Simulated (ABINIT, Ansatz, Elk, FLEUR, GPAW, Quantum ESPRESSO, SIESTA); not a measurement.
**Ir3Os (Pm-3m, 4 atoms in the cell) computed with different codes at matched settings**

Self-consistent single point, at a second geometry (lattice scaled by 0.98). First geometry:

```xyz
4
Lattice="3.8481 0.0000 0.0000 0.0000 3.8481 0.0000 0.0000 0.0000 3.8481" Properties=species:S:1:pos:R:3 pbc="T T T"
Os     0.0000     0.0000     0.0000
Ir     0.0000     1.9240     1.9240
Ir     1.9240     0.0000     1.9240
Ir     1.9240     1.9240     0.0000
```

Shared settings, as Ansatz (a program for electronic structure) writes them: kpoints.mp_grid.grid = 11 11 11; scf.occupations.method = fermi_dirac; scf.occupations.width = 0.1 eV. Potentials and cutoffs stand in the table.

```csv
code,model,ΔF from the first geometry (meV/atom),pressure (GPa),cutoff
ABINIT,"PBEsol, norm-conserving pseudopotentials (PseudoDojo nc-sr-04 PBEsol standard)",27.1,18.75,1007 eV
Elk,"PBEsol, all-electron FP-LAPW, Elk's shipped species files, APW+lo basis with extra local orbitals",21.1,–,rgkmax 7.5
SIESTA,"GGA PBEsol, numerical atomic orbitals DZP, PseudoDojo PBEsol standard norm-conserving potentials (rewritten from UPF to PSML)",22.6,17.41,grid 350 Ry
GPAW,"PBEsol, GPAW PAW datasets PBEsol (made by gpaw-setup)",21.6,17.36,600 eV
Ansatz,"PBEsol, PAW files made with PBE",29.9,19.26,default
FLEUR,"PBEsol, all-electron FLAPW (FLEUR), scalar-relativistic valence",36.3,–,Kmax 4.2 1/bohr
Quantum ESPRESSO,"PBEsol, SSSP 1.1.2 efficiency (PBE) pseudopotentials",33.5,19.19,40 Ry
```

For Quantum ESPRESSO (by 0.9 GPa) the energy change implies a higher mean pressure, against the two pressures, than for the other programs: a sign of finite-basis (Pulay) stress.

A dash marks a value that a program does not give, or that is left out as unsure.

On Ansatz's run: spin-orbit coupling is off. Spin polarisation is off.

The spread over the programs that give each value: ΔF from the first geometry within 15.2 meV/atom; pressure within 1.90 GPa.

SIESTA uses small atom-centred bases, whose incompleteness enters pressures, forces and empty levels differently from a plane-wave cutoff. Elk and FLEUR treat all electrons, but the usual bases taken here (sphere radii, linearisation, local orbitals, empty states) were not tested for convergence, so the values are no reference for the others. Ansatz's pressure is given at a fixed set of plane waves, as the other plane-wave codes print theirs; with its correction for the finite basis it is 19.36 GPa. In the pressure, SIESTA (by 1.56) and GPAW (by 1.61) lie more than 1 GPa from the median of the plane-wave programs.

The starting cell comes from a database of computed structures (which also holds hypothetical and non-ambient phases and stackings), without a prior relaxation at this level. For this run, on top of that: lattice scaled by 0.98.

Keys are those of Ansatz 0.2.
